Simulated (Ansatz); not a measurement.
## What Al → Mg does to TiAl

Take TiAl (space group P4/mmm, No. 123; a = 2.813 Å, c = 4.059 Å) as the base.

Perturbation: full substitution Al → Mg; the structure is relaxed again.

Computed with DFT with r2SCAN, PAW potentials and a 500 eV plane-wave cutoff in Ansatz (a program for electronic structure), without spin-orbit coupling, earlier PAW set. k-mesh 16×16×10 (Γ-centred); smearing 0.05 eV (Fermi–Dirac), for the changed cell.

The volume per atom goes up by 2.99 Å³ (16.06 Å³ → 19.05 Å³) and the density shrinks by 0.72 g/cm³ (3.87 g/cm³ → 3.15 g/cm³). The lattice parameter a increases by 0.098 Å, from 2.813 Å to 2.911 Å and the c/a ratio rises by 0.102, from 1.443 to 1.545. The space group remains P4/mmm (No. 123) and the band gap stays zero.

Stability against distortions was not tested. As relaxed here, MgTi is a hypothetical phase, not in the database extracts checked. All final runs are without spin polarisation. MgTi has a high density of states at the Fermi level and may be magnetic at this level.
